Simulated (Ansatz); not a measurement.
An Ansatz (a quantum-chemistry and plane-wave program) input for hcp Mg (0 0 1) on wurtzite GaN (0 0 1) (film strained to the substrate, faces as cut):

Ansatz 0.2 input:
```yaml
crystal:
  lattice:
    - [3.218457147, 0.000022899, -0.017326197]
    - [1.609260368, 2.787256238, 0.010763965]
    - [-0.676721613, 0.180777623, 25.660516595]
  atoms:
    - { symbol: Ga, position: [0.602944334, 0.717258911, 0.058781858] }
    - { symbol: Ga, position: [0.3097297, 0.366690953, 0.160848248] }
    - { symbol: N, position: [0.633588504, 0.704040079, 0.134312751] }
    - { symbol: N, position: [0.25942467, 0.388280288, 0.027672181] }
    - { symbol: Ga, position: [0.6764491, 0.687005419, 0.263110257] }
    - { symbol: Ga, position: [0.374034055, 0.341854186, 0.36546264] }
    - { symbol: N, position: [0.699238502, 0.678391442, 0.339397854] }
    - { symbol: N, position: [0.334439799, 0.35716735, 0.236801169] }
    - { symbol: Ga, position: [0.735888739, 0.664418179, 0.46780048] }
    - { symbol: Ga, position: [0.430403994, 0.321080048, 0.572795391] }
    - { symbol: N, position: [0.754748728, 0.65749862, 0.544339972] }
    - { symbol: N, position: [0.395225268, 0.333890888, 0.44182132] }
    - { symbol: Mg, position: [0.417336275, 0.816295688, 0.668092338] }
    - { symbol: Mg, position: [0.787349291, 0.129362879, 0.769166257] }
    - { symbol: Mg, position: [0.503892627, 0.769838809, 0.86894198] }
    - { symbol: Mg, position: [0.8996016, 0.066925279, 0.966432678] }
basis:
  ecutwfc: 420
  ecutrho_ratio: 4
  xc_grid: 2
kpoints:
  mp_grid: { grid: [11, 11, 1] }
hamiltonian:
  xc: pbe
  dispersion: none
  pseudopotentials: { kind: paw }
scf:
  n_extra_bands: 25
  occupations: { method: fermi_dirac, width: 0.05 }
output:
  forces: true
  stress: true
  eigenstates:
    kpoints:
      - [0, 0, 0]
      - [0.5, 0, 0]
      - [0, 0.5, 0]
      - [0.5, 0.5, 0]
    e_range: [-3.5, 3.5]
    localisation: true
relax:
  f_tol: 0.04
  max_steps: 70
  cell: { fix: [a, b, gamma], stress_tol: 0.3 }
```

All values below come from PBE (plane waves to 420 eV, PAW; Ansatz). Spin–orbit coupling is left out; the runs are not spin-polarised. Its k-point mesh 11×11×1, Fermi–Dirac width 0.05 eV.

### Question
What does the end of the output print (band table and long remarks left out, numbers rounded to eight decimals)?

### Answer
```
SCF converged after 6 iterations
Free energy (F): -32702.083049 eV
Harris-Foulkes:  -32702.083049 eV  (|F-HF|=5.57e-10)
Internal energy: -32702.068316 eV  (E = F + TS)
E sigma→0 (E₀):  -32702.075683 eV
Entropy (-TS):   -0.014734 eV (-0.921 meV/atom)
Fermi energy:    9.159432 eV
--- Per-component energies (eV) ---
  E_band       = -1577.625081
  E_kinetic    = 1774.258711
  E_local      = -31360.123227  (includes V_loc(G=0)·N_el)
  E_nonlocal   = 3226.441139
  E_hartree    = 14232.917636
  E_xc         = -884.592094
  E_vxc        = -948.863745  (∫ρ·V_xc dr)
  E_paw        = -13890.267654  (= ΣΔE_a)
  E_vpaw       = -2735.172350  (= ΣTr[D̂ρ^β])
  E_aug_tail   = 0.000278  (compensation charges beyond the density's cutoff)
  E_ewald      = -5800.703104
  E_smearing   = -0.014734  (= −TS)
  E_closure    = 0.000000  (closes the sum)
  Σ components = -32702.083049   (vs F -32702.083049, Δ=0.00e0)
--- Forces (eV/Å), atoms counted from 1 ---
  atom   1  Ga    -0.00186251     0.00060412    -0.00266312
  atom   2  Ga     0.00173003    -0.00112976     0.00707930
  atom   3  N     -0.00019084    -0.00113108    -0.00868515
  atom   4  N     -0.00366203     0.00456651    -0.00354837
  atom   5  Ga    -0.00097642     0.00118122    -0.00134573
  atom   6  Ga    -0.00124312     0.00137424    -0.00887719
  atom   7  N      0.00057213    -0.00070126     0.00833175
  atom   8  N      0.00082435    -0.00105350     0.00159861
  atom   9  Ga    -0.00076001     0.00104734    -0.00588785
  atom  10  Ga     0.00278292    -0.00047202     0.01217495
  atom  11  N     -0.00227020     0.00086359    -0.01514312
  atom  12  N      0.00092249    -0.00076242     0.00798507
  atom  13  Mg     0.00075938    -0.00073970     0.00142077
  atom  14  Mg     0.00046618    -0.00071937    -0.00258284
  atom  15  Mg     0.00075461    -0.00102089     0.00105718
  atom  16  Mg     0.00215304    -0.00190691     0.00903687
  max |Σ_I F_I| component: 4.89e-5 eV/Å
--- Stress (GPa, compression-positive) ---
       -1.050462      -0.004144       0.069638
       -0.004144      -1.043342      -0.051955
        0.069638      -0.051955      -0.021218
  P = ⅓ Tr σ = -0.7050 GPa (-7.050 kbar)
--- Relaxed structure (8 steps of the walk, 7 accepted, 1 SCFs on fresh bases) ---
  F+E_penalty+E_count = -32702.08304949 eV   max|allowed force component| = 1.514e-2 eV/Å   (the final SCF, on the basis selected at the relaxed cell)
  cell:  # Å, volume = 229.3470 Å³
    - [3.21835513, -0.00015827, 0.03093237]
    - [1.60924725, 2.78723295, 0.01696749]
    - [-0.29246780, 0.01641048, 25.56382498]
  atoms:
    - { symbol: Ga, position: [0.63320008, 0.70877183, 0.05826663] }
    - { symbol: Ga, position: [0.30024372, 0.37527639, 0.16081753] }
    - { symbol: N, position: [0.63321396, 0.70882241, 0.13465111] }
    - { symbol: N, position: [0.29943407, 0.37557928, 0.02754681] }
    - { symbol: Ga, position: [0.63468275, 0.70791704, 0.26356786] }
    - { symbol: Ga, position: [0.30235944, 0.37396223, 0.36630129] }
    - { symbol: N, position: [0.63524063, 0.70755838, 0.34015210] }
    - { symbol: N, position: [0.30088120, 0.37485536, 0.23735840] }
    - { symbol: Ga, position: [0.63651423, 0.70681236, 0.46901973] }
    - { symbol: Ga, position: [0.30369216, 0.37321501, 0.57401778] }
    - { symbol: N, position: [0.63676960, 0.70670427, 0.54578682] }
    - { symbol: N, position: [0.30273281, 0.37372855, 0.44294310] }
    - { symbol: Mg, position: [0.63462530, 0.70832856, 0.66531869] }
    - { symbol: Mg, position: [0.96538745, 0.04353143, 0.76718782] }
    - { symbol: Mg, position: [0.63091848, 0.71090257, 0.86750638] }
    - { symbol: Mg, position: [0.96439931, 0.04403335, 0.96533532] }
```

Cost: about 26 core-minutes (a rough figure).
